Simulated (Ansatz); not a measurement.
## Converging the plane-wave cutoff: NbH (Cmm2, 4 atoms in the cell)

```
CELL_PARAMETERS angstrom
      1.83983    -2.38602     0.00000
      1.83983     2.38602     0.00000
      0.00000     0.00000     4.78982
ATOMIC_POSITIONS crystal
  Nb 0.75000 0.25000 0.27928
  Nb 0.25000 0.75000 0.73116
  H  0.25000 0.25000 0.00000
  H  0.75000 0.75000 0.00000
```

Method of the run: PBEsol, default PAW files made with PBE (plane waves; Ansatz, a program for electronic structure).

Base settings: basis.ecutwfc = 30.9 Ry; kpoints.mp_grid.grid = 11 11 7; hamiltonian.xc = pbesol; hamiltonian.pseudopotentials = {kind: paw} (the program's default PAW files); scf.occupations.method = fermi_dirac; scf.occupations.width = 0.0073 Ry.

The second cell is the first with its lattice scaled by 0.98.

The mesh stays at the base's, so the ladder's end is converged at best in this setting alone.

The first pressure column holds Ansatz's estimate of the finite-basis (Pulay) stress, which hides part of the cutoff error; the other is without it.

Only quantities that move along the ladder and can be compared are tabulated.

The count of work is k-points × plane waves × bands × iterations; it is no time. 

The starting cell comes from a database of computed structures (which also holds hypothetical and non-ambient phases and stackings), without a prior relaxation at this level. Its lattice was rescaled by up to half a per cent. One atom was moved a little off its site on purpose. Spin polarisation is off. In the base run, with a pressure of about -5 GPa the cell is away from its equilibrium volume at this level.

| basis.ecutwfc | free energy less the last step's (meV/atom) | energy of the compressed cell less the first (meV/atom) | pressure (GPa) | pressure without the Pulay estimate (GPa) | largest difference of a force vector from the last step's (eV/Å) | count of work / last |
|---|---|---|---|---|---|---|
| 10.7 Ry | 7299.81 | -7.94 | -8.30 | -331.42 | 3.440 | 0.062 |
| 12.5 Ry | 3378.58 | 25.30 | 3.13 | -189.74 | 0.371 | 0.078 |
| 14 Ry | 1698.52 | 25.44 | -1.54 | -114.33 | 0.689 | 0.087 |
| 15.4 Ry | 877.56 | 3.58 | -4.77 | -69.96 | 0.550 | 0.096 |
| 16.9 Ry | 426.67 | 0.46 | -5.91 | -41.19 | 0.207 | 0.11 |
| 18.4 Ry | 206.86 | -0.83 | -5.86 | -24.69 | 0.022 | 0.14 |
| 21.7 Ry | 39.10 | 2.94 | -4.87 | -9.36 | 0.040 | 0.16 |
| 24.6 Ry | 9.32 | 2.73 | -5.01 | -6.04 | 0.016 | 0.19 |
| 27.9 Ry | 2.86 | 2.32 | -5.11 | -5.35 | 0.007 | 0.23 |
| 30.9 Ry | 1.27 | 2.18 | -5.15 | -5.25 | 0.003 | 0.26 |
| 33.8 Ry | 0.60 | 2.12 | -5.16 | -5.22 | 0.002 | 0.31 |
| 37.1 Ry | 0.29 | 2.09 | -5.17 | -5.19 | 0.001 | 0.36 |
| 41.5 Ry | 0.17 | 2.08 | -5.17 | -5.18 | 0.001 | 0.41 |
| 46.3 Ry | 0.11 | 2.07 | -5.18 | -5.18 | 0.000 | 0.49 |
| 54 Ry | 0.05 | 2.06 | -5.18 | -5.18 | 0.000 | 0.62 |
| 61.7 Ry | 0.01 | 2.06 | -5.18 | -5.18 | 0.000 | 0.76 |
| 74.2 Ry | 0.00 | 2.06 | -5.18 | -5.18 | 0.000 | 1.0 |

Coarsest basis.ecutwfc that holds the forces within 0.01 eV/Å of the last step, with all finer ones: 27.9 Ry, at 0.23 of the last step's count of work; the step before is off by 0.016 eV/Å.

Coarsest basis.ecutwfc that holds the free energy within 5 meV/atom of the last step, with all finer ones: 27.9 Ry, at 0.23 of the last step's count of work; the step before is off by 9.3 meV/atom.

Coarsest basis.ecutwfc that holds the pressure within 0.05 GPa of the last step, with all finer ones: 30.9 Ry, at 0.26 of the last step's count of work; the step before is off by 0.07 GPa.

The energy difference between the two cells stays within 1 meV/atom of the last step's from 21.7 Ry on, the total only from 33.8 Ry on: much of the error is common to both cells and cancels.

Two neighbours can agree and both be off: 12.5 Ry and 14 Ry differ by 0.14 meV/atom in the energy of the compressed cell less the first, yet lie about 23 meV/atom from the last step.

At the lowest cutoff the pressure without the Pulay estimate lies 326 GPa under the last step's, the usual sign of Pulay stress in an incomplete plane-wave basis.

Keys are those of Ansatz 0.2.
